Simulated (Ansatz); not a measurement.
Consider this model of amorphous Si42O42C21.

```xyz
105
Lattice="11.5316 0.4255 -0.4295 0.4249 11.8118 0.2786 -0.4289 0.2797 11.3518" Properties=species:S:1:pos:R:3 pbc="T T T"
Si     8.6037     5.9691     3.1535
Si     1.8179     4.6314     6.2133
Si    11.3648     1.4571    -0.1031
Si    10.6504     3.5091     6.9714
Si     7.7157     2.2542     7.7690
Si     8.7667     0.5186     1.9211
Si     0.4386    10.4183    10.6464
Si     4.0416     0.3539     4.5986
Si     0.6490    10.0171     5.8467
Si     3.9540     5.1458     4.1942
Si     4.8040     5.5878     1.7744
Si     4.2841     6.6636     9.3859
Si    10.5563     4.7411     1.2566
Si     0.6237     6.6944     2.7717
Si     2.0585    10.9126     8.4668
Si     6.6959     6.5990    11.1913
Si     6.7432    10.3596     2.3264
Si     5.1588     3.6469     8.6318
Si     7.3448    11.6478    10.2168
Si     2.0112     8.6856    10.0018
Si     7.9951    10.2986     4.3076
Si    10.6879     4.5451     4.2042
Si    10.3017     6.3817     8.2809
Si     9.2686     2.5410     9.7578
Si     6.1287     7.6790     3.9490
Si     9.6927     8.6665     6.2078
Si     8.6542     2.8686     4.3874
Si     2.5775     2.7849     0.7163
Si     5.5544     3.3640     4.1703
Si     4.9227     9.6615     3.5546
Si     2.9910     1.8043     7.2769
Si     3.1320     7.5389     2.6068
Si     0.1242     7.1138    10.2167
Si     9.8927     9.8383    10.3536
Si     5.0144     2.2322    11.1786
Si     8.5992     5.3651    10.7717
Si     8.2957     9.0827     1.1108
Si    10.6068    12.0965     4.7348
Si     6.3811     1.4851     2.3441
Si     0.9364     5.3608     0.6632
Si     9.8803     9.1962     2.9436
Si     8.0028    11.0609     7.2051
O     10.9161     4.9414     7.7962
O     10.3135     8.2802    10.6030
O      4.1811     2.4374     8.1657
O      5.9758     2.6221     1.2591
O      3.0164     0.6644     3.2672
O      9.7223     7.2183     6.9768
O      2.2509     0.6630     8.1712
O      8.0046     1.4380     9.2856
O      7.2599    10.7981     5.7398
O      4.2614     8.7317     7.5809
O      4.8440     4.2928     5.3437
O     11.2254     9.2395     6.0481
O      7.0870    11.2609     8.5819
O      3.4916     9.1535     2.8820
O      6.1797     5.5096     0.9018
O     11.4089     8.6168     2.5750
O     10.9974     1.6462     3.8435
O      4.4927     5.1300     8.6927
O      2.1691     3.1387     6.7656
O      9.0784     6.0407     9.3356
O      6.5269     3.3575     7.7148
O      0.5769    11.2100     9.1963
O      2.4519     5.1039     4.7912
O      5.6214     3.3290    10.1345
O      7.7930     7.6023     0.5940
O      2.2055     4.3335     0.2860
O      7.9392     1.7110     2.9964
O      0.2628     4.5089     5.7667
O      2.1385     5.8292     7.3166
O      8.4670     3.7387    10.4959
O      2.2720     7.6546     5.9202
O      9.0110     9.7542     7.3171
O      4.6196    10.5608     4.9135
O      1.1838     1.9321     0.4922
O      7.1463     3.5524     4.4657
O      3.3426     2.4184    11.1264
O      0.7573    11.2902     0.4779
O      9.4628     4.1732     5.3881
O      3.5536     0.9955     5.9825
O      9.1507     3.1166     8.0864
O      1.8023    10.5036     6.8982
O      5.8081     7.0803     9.8915
C      3.6423     6.8151     0.8779
C      8.8949     1.3044     5.4326
C     10.6153     5.8499     2.8547
C      3.1865     7.3700    10.8932
C      6.2976     0.3397    -0.2042
C     10.1057     1.6866     1.2097
C      7.9329     7.4048     4.0960
C     10.3643     2.8541     3.3581
C     10.3181     2.9031     1.8901
C      9.6358    11.0455     3.4941
C      3.6612     7.6750     7.9028
C      5.1075     1.6199     3.7444
C      4.7115     6.6175     3.4054
C      2.6308     7.1143     6.9526
C      7.3386    11.9524     1.4785
C      8.1748     0.9809     6.5397
C      8.8376     8.5906     4.4908
C      3.7607     1.7937     3.0238
C      8.4102    10.4281    11.0363
C      3.4077     2.9138     2.3659
C      4.2850     4.0748     2.7136
```

Level of theory: PBE, scalar-relativistic without spin-orbit coupling (plane waves to 420 eV, PAW; Ansatz, an electronic-structure program). In the spin-polarised cell the level spacing at the Fermi energy can part levels of unlike spin.

Preparation: random packing, a CHGNet melt and quench, and a DFT relaxation. O atoms were pushed apart under 1.9 Å during the dynamics, to hinder bonds among them. The hot cell started wider than the set density and was brought back towards it in steps. It is the lowest in DFT energy of 8 quenches. It is a model cell: composition and starting density were chosen by hand, and all elements were melted together. No dispersion term was used. Its density started from a set value of 2.17 and ended at 2.27 g/cm³. The simulated quench (nominally 810 K/ps over its main leg) is rapid and tends to freeze in more defects than a deposited or slowly cooled glass has. A cell of this size samples the disorder only roughly. Volume and shape were free in the relaxation.

Neighbours within Si-Si 2.60 Å, Si-O 2.20 Å, Si-C 2.19 Å, O-O 1.58 Å, O-C 1.70 Å, C-C 1.78 Å count as bonded. Two cations that share two anions don't count as bonded, nor two that share one unless they lie closer than Si-Si 2.38 Å, Si-C 2.00 Å, C-C 1.63 Å.

Q: Give the coordination numbers, mean bond lengths and angles.

A: 
* **Mean coordination of Si**: 3.83 (1 with 2, 8 with 3, 30 with 4, 3 with 5)
* **Mean coordination of O**: 2.05 (2 with 1, 36 with 2, 4 with 3)
* **Mean coordination of C**: 3.38 (13 with 3, 8 with 4)
* **Mean Si-O bond**: 1.679 Å (spread 0.085 Å, 81 counted)
* **Mean Si-C bond**: 1.904 Å (spread 0.071 Å, 46 counted)
* **Mean Si-Si bond**: 2.391 Å (spread 0.072 Å, 17 counted)
* **Mean C-C bond**: 1.458 Å (spread 0.077 Å, 10 counted)
* **Bond angle at Si**: mean 108.0°, spread 16.1°
* **Bond angle at O**: mean 131.6°, spread 20.8°
* **Bond angle at C**: mean 113.1°, spread 14.8°
